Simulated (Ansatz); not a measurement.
**La2O3: pressure series**

Consider La₂O₃ (space group P-3m1, No. 164; a = 3.9403 Å, c = 6.1880 Å).

Cell and atoms are relaxed at each pressure.

Level of theory: Kohn–Sham DFT with the PBE functional, run in Ansatz (a program for electronic structure) with PAW and 420 eV plane waves, no spin-orbit coupling.

| case | gap character | density | smallest direct gap |
|---|---|---|---|
| base | indirect, L → M | 6.50 g/cm³ | 3.96 eV |
| pressure −2 GPa | indirect, L → M | [?] | 3.96 eV |
| pressure −1 GPa | indirect, L → M | 6.44 g/cm³ | 3.96 eV |
| pressure 0.9 GPa | indirect, L → M | 6.56 g/cm³ | 3.96 eV |
| pressure 2.1 GPa | indirect, L → M | 6.62 g/cm³ | 3.97 eV |
| pressure 4.5 GPa | indirect, L → M | 6.76 g/cm³ | 3.97 eV |
| pressure 9 GPa | indirect, L → K | 6.99 g/cm³ | 3.96 eV |
| pressure 15 GPa | indirect, L → K | 7.28 g/cm³ | 3.95 eV |
| pressure 22.5 GPa | indirect, L → K | [?] | 3.93 eV |
| pressure 30 GPa | indirect, L → K | 7.89 g/cm³ | 3.90 eV |

Question: What belongs in the blanks?

Answer: 
- pressure −2 GPa, density: 6.38 g/cm³
- pressure 22.5 GPa, density: 7.60 g/cm³

Load acts through the strain it causes; cell and atoms are relaxed under it. Whether these cells are dynamically stable was not tested. Competing high-pressure phases were not computed.
